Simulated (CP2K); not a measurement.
# Input and output of a self-consistent single point for BaB2H8 (Pbcn, 44 atoms in the cell) (CP2K)

Level of theory: PBEsol, GPW, DZVP-MOLOPT-SR-GTH basis, GTH-PBE potentials (GTH_POTENTIALS) in CP2K.

This input was run:

```
&GLOBAL
  PROJECT scf
  RUN_TYPE ENERGY_FORCE
  PRINT_LEVEL MEDIUM
&END GLOBAL
&FORCE_EVAL
  METHOD Quickstep
  STRESS_TENSOR ANALYTICAL
  &DFT
    BASIS_SET_FILE_NAME BASIS_MOLOPT
    POTENTIAL_FILE_NAME GTH_POTENTIALS
    &QS
      METHOD GPW
      EPS_DEFAULT 1E-10
    &END QS
    &MGRID
      CUTOFF 500
      REL_CUTOFF 60
      NGRIDS 5
    &END MGRID
    &SCF
      SCF_GUESS ATOMIC
      EPS_SCF 1E-6
      MAX_SCF 100
      ADDED_MOS 16
      &DIAGONALIZATION
        ALGORITHM STANDARD
      &END DIAGONALIZATION
      &MIXING
        METHOD BROYDEN_MIXING
        ALPHA 0.3
        NBUFFER 8
        BETA 1
      &END MIXING
      &SMEAR ON
        METHOD GAUSSIAN
        SIGMA [eV] 0.01
      &END SMEAR
    &END SCF
    &KPOINTS
      SCHEME MACDONALD 3 3 3 0.1666666667 0.1666666667 0.1666666667
    &END KPOINTS
    &XC
      &XC_FUNCTIONAL
        &PBE
          PARAMETRIZATION PBESOL
        &END PBE
      &END XC_FUNCTIONAL
    &END XC
    &PRINT
      &MO
        EIGENVALUES T
        OCCUPATION_NUMBERS T
        NDIGITS 8
        FILENAME mo
        &EACH
          QS_SCF 0
        &END EACH
        ADD_LAST NUMERIC
      &END MO
      &MULLIKEN ON
      &END MULLIKEN
    &END PRINT
  &END DFT
  &SUBSYS
    &CELL
      ABC 7.52901600 8.90988400 8.06594900
      ALPHA_BETA_GAMMA 90.00000000 90.00000000 90.00000000
      PERIODIC XYZ
    &END CELL
    &COORD
      SCALED
      Ba       0.50000000     0.82899000     0.25000000
      Ba       0.50000000     0.17101000     0.75000000
      Ba       0.00000000     0.67101000     0.75000000
      Ba       0.00000000     0.32899000     0.25000000
      B        0.75920000     0.60935000     0.07736000
      B        0.24080000     0.39065000     0.92264000
      B        0.74080000     0.89065000     0.57736000
      B        0.25920000     0.10935000     0.42264000
      B        0.25920000     0.89065000     0.92264000
      B        0.74080000     0.10935000     0.07736000
      B        0.24080000     0.60935000     0.42264000
      B        0.75920000     0.39065000     0.57736000
      H        0.72469000     0.56842000     0.22247000
      H        0.27531000     0.43158000     0.77753000
      H        0.77531000     0.93158000     0.72247000
      H        0.22469000     0.06842000     0.27753000
      H        0.22469000     0.93158000     0.77753000
      H        0.77531000     0.06842000     0.22247000
      H        0.27531000     0.56842000     0.27753000
      H        0.72469000     0.43158000     0.72247000
      H        0.83819000     0.50539000     0.00361000
      H        0.16181000     0.49461000     0.99639000
      H        0.66181000     0.99461000     0.50361000
      H        0.33819000     0.00539000     0.49639000
      H        0.33819000     0.99461000     0.99639000
      H        0.66181000     0.00539000     0.00361000
      H        0.16181000     0.50539000     0.49639000
      H        0.83819000     0.49461000     0.50361000
      H        0.61870000     0.63357000     0.99963000
      H        0.38130000     0.36643000     0.00037000
      H        0.88130000     0.86643000     0.49963000
      H        0.11870000     0.13357000     0.50037000
      H        0.11870000     0.86643000     0.00037000
      H        0.88130000     0.13357000     0.99963000
      H        0.38130000     0.63357000     0.50037000
      H        0.61870000     0.36643000     0.49963000
      H        0.85365000     0.72526000     0.08296000
      H        0.14635000     0.27474000     0.91704000
      H        0.64635000     0.77474000     0.58296000
      H        0.35365000     0.22526000     0.41704000
      H        0.35365000     0.77474000     0.91704000
      H        0.64635000     0.22526000     0.08296000
      H        0.14635000     0.72526000     0.41704000
      H        0.85365000     0.27474000     0.58296000
    &END COORD
    &KIND Ba
      BASIS_SET DZVP-MOLOPT-SR-GTH-q10
      POTENTIAL GTH-PBE-q10
    &END KIND
    &KIND B
      BASIS_SET DZVP-MOLOPT-SR-GTH-q3
      POTENTIAL GTH-PBE-q3
    &END KIND
    &KIND H
      BASIS_SET DZVP-MOLOPT-SR-GTH-q1
      POTENTIAL GTH-PBE-q1
    &END KIND
  &END SUBSYS
  &PRINT
    &FORCES ON
    &END FORCES
    &STRESS_TENSOR ON
    &END STRESS_TENSOR
  &END PRINT
&END FORCE_EVAL
```

Output, abridged:

```
 GLOBAL| Method name                                                        CP2K
 GLOBAL| Project name                                                        scf
 GLOBAL| Run type                                                   ENERGY_FORCE

 CELL| Volume [angstrom^3]:                                           541.085308
 CELL| Vector a [angstrom]:       7.529     0.000     0.000   |a| =     7.529016
 CELL| Vector b [angstrom]:       0.000     8.910     0.000   |b| =     8.909884
 CELL| Vector c [angstrom]:       0.000     0.000     8.066   |c| =     8.065949
 CELL| Angle (b,c), alpha [degree]:                                    90.000000
 CELL| Angle (a,c), beta  [degree]:                                    90.000000
 CELL| Angle (a,b), gamma [degree]:                                    90.000000
 CELL| Numerically orthorhombic:                                             YES
 CELL| Periodicity                                                           XYZ

 DFT| Spin restricted Kohn-Sham (RKS) calculation                            RKS
 DFT| Multiplicity                                                             1
 DFT| Number of spin states                                                    1
 DFT| Charge                                                                   0
 DFT| XC density smoothing                                                  NONE
 DFT| XC derivatives                                                          PW

 QS| Method:                                                                 GPW
 QS| Density plane wave grid type                        NON-SPHERICAL FULLSPACE
 QS| Number of grid levels:                                                    5
 QS| Density cutoff [a.u.]:                                                250.0
 QS| Multi grid cutoff [a.u.]: 1) grid level                               250.0
   [... lines left out ...]
 BRILLOUIN| Wavefunction type                                            COMPLEX
 BRILLOUIN| List of Kpoints [2 Pi/Bohr]                                       27
 BRILLOUIN| Number           Weight            X              Y              Z
 BRILLOUIN|     1           0.03704       -0.16667       -0.16667       -0.16667
 BRILLOUIN|     2           0.03704       -0.16667       -0.16667        0.16667
 BRILLOUIN|     3           0.03704       -0.16667       -0.16667        0.50000
   [... 24 lines left out ...]
 *******************************************************************************

 Extrapolation method: initial_guess

 Re-scaling the density matrix to get the right number of electrons
                  # Electrons              Trace(P)               Scaling factor
                           96                96.000                        1.000

 Number of electrons:                                                         96
 Number of occupied orbitals:                                                 48
 Number of molecular orbitals:                                                64

 Number of orbital functions:                                                320
 Number of independent orbital functions:                                    320
 SCF WAVEFUNCTION OPTIMIZATION

  Step     Update method      Time    Convergence         Total energy    Change
     1 NoMix/Diag. 0.30E+00      -     1.89392517      -139.1777600402 -1.39E+02
     2 Broy./Diag. 0.30E+00      -     0.06988616      -140.0963971378 -9.19E-01
     3 Broy./Diag. 0.30E+00      -     0.09975858      -141.7110841992 -1.61E+00
     4 Broy./Diag. 0.30E+00      -     0.00590099      -143.2212433996 -1.51E+00
     5 Broy./Diag. 0.30E+00      -     0.00729821      -143.2287292944 -7.49E-03
     6 Broy./Diag. 0.30E+00      -     0.00106019      -143.2376360585 -8.91E-03
     7 Broy./Diag. 0.30E+00      -     0.00041465      -143.2365851219  1.05E-03
     8 Broy./Diag. 0.30E+00      -     0.00015697      -143.2460819118 -9.50E-03
     9 Broy./Diag. 0.30E+00      -     0.00018717      -143.2571240449 -1.10E-02
    10 Broy./Diag. 0.30E+00      -     0.00011274      -143.2573672505 -2.43E-04
    11 Broy./Diag. 0.30E+00      -     0.00004972      -143.2565572918  8.10E-04
    12 Broy./Diag. 0.30E+00      -     0.00002019      -143.2571229030 -5.66E-04
    13 Broy./Diag. 0.30E+00      -     0.00000532      -143.2575134455 -3.91E-04
    14 Broy./Diag. 0.30E+00      -     0.00000303      -143.2576220916 -1.09E-04
    15 Broy./Diag. 0.30E+00      -     0.00000070      -143.2576356338 -1.35E-05
  *** SCF run converged in    15 steps ***

  Electronic density on regular grids:        -95.9999999992        0.0000000008
  Core density on regular grids:               95.9999999874       -0.0000000126
  Total charge density on r-space grids:       -0.0000000118
  Total charge density g-space grids:          -0.0000000118

  Overlap energy of the core charge distribution:               0.00001413308504
  Self energy of the core charge distribution:               -302.56978357106817
  Core Hamiltonian energy:                                     72.10688018564574
  Hartree energy:                                             121.38072802211681
  Exchange-correlation energy:                                -34.17547440362527
  Smearing free energy correction:                              0.00000000000000
  Fermi energy:                                                 0.03466337107916

  Total energy:                                              -143.25763563384587
  Total energy (extrapolated to sigma->0):                   -143.25763563384587

                     Mulliken Population Analysis

 #  Atom  Element  Kind  Atomic population                           Net charge
       1     Ba       1          8.729998                              1.270002
       2     Ba       1          8.729998                              1.270002
       3     Ba       1          8.729998                              1.270002
       4     Ba       1          8.729998                              1.270002
       5     B        2          3.999283                             -0.999283
       6     B        2          3.999283                             -0.999283
       7     B        2          3.999283                             -0.999283
   [... 37 lines left out ...]
 # Total charge                             96.000000                 -0.000000

 ENERGY| Total FORCE_EVAL ( QS ) energy [hartree]           -143.257612816618320

 FORCES| Atomic forces [hartree/bohr]
 FORCES|   Atom     x               y               z               |f|
 FORCES|      1 -6.93567848E-10 -8.56911587E-05 -3.04786740E-10   8.56911587E-05
 FORCES|      2  6.97367759E-10  8.56906652E-05  5.48020517E-10   8.56906652E-05
 FORCES|      3 -2.87901680E-10  8.56916449E-05  3.73921588E-10   8.56916449E-05
 FORCES|      4  3.88603710E-10 -8.56914452E-05  8.41016985E-10   8.56914452E-05
 FORCES|      5  1.41589804E-03  1.77115844E-03  2.33084375E-04   2.27949508E-03
 FORCES|      6 -1.41589824E-03 -1.77115884E-03 -2.33084888E-04   2.27949556E-03
   [... 33 lines left out ...]
 FORCES|     40 -3.89399387E-03 -6.58410230E-03  2.17742700E-05   7.64944870E-03
 FORCES|     41 -3.89399342E-03  6.58410178E-03  2.17739510E-05   7.64944803E-03
 FORCES|     42  3.89399415E-03 -6.58410223E-03 -2.17741861E-05   7.64944878E-03
 FORCES|     43  3.89399264E-03 -6.58410171E-03  2.17745553E-05   7.64944757E-03
 FORCES|     44 -3.89399307E-03  6.58410196E-03 -2.17747317E-05   7.64944801E-03
 FORCES| Sum    -5.49406007E-13 -2.39926108E-11 -1.50175202E-11
 FORCES| Total atomic force                                       2.83103009E-11

 STRESS| Analytical stress tensor [bar]
 STRESS|                        x                   y                   z
 STRESS|      x       -3.22083223556E+04  -2.38976707380E-04  -3.23535738545E-04
 STRESS|      y       -2.38976707380E-04  -3.30829509486E+04  -7.87250442607E-04
 STRESS|      z       -3.23535738545E-04  -7.87250442607E-04  -3.29455141581E+04
 STRESS| 1/3 Trace                                            -3.27455958208E+04
```

The run converged in 15 iterations.

The starting cell comes from a database of computed structures (which also holds hypothetical and non-ambient phases and stackings), without a prior relaxation at this level. Its lattice was rescaled by a random factor within 2.5 % of one. Values carry the incompleteness of an atom-centred basis. The potentials were made for another functional than the one used. With a pressure of about -3 GPa the cell is away from its equilibrium volume at this level.

Cost on one core of a shared machine: roughly 2 min.
